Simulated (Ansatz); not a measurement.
## LiF (model structure, F-43m, No. 216, 2 atoms in the cell): smallest direct gap on the k points sampled by level of theory

No measured value is used here.

```
level (code)           value (eV)  cell (Å³/atom)
---------------------  ----------  --------------
LDA (Ansatz)                 7.96            9.29
PBEsol (Ansatz)              7.68           10.01
r²SCAN (Ansatz)              8.67            9.86
r²SCAN+rVV10 (Ansatz)        8.65            9.75
G0W0@PBEsol (Ansatz)        12.68            9.99
```

Computed values are for a static lattice.  G0W0@PBEsol: a quasiparticle level at a band edge is in doubt. Values are at the level's own relaxed cell; G0W0@PBEsol at the PBEsol cell. Cutoffs differ between the levels. Ansatz's density-functional and Hartree–Fock values are scalar-relativistic unless marked +SOC, with PAW data made under PBE.

A model structure was made by putting elements into a prototype or built by hand; it is no filed structure, need not be a known phase, and can be a saddle point held by its symmetry.

Ansatz is a quantum-chemistry and plane-wave program.
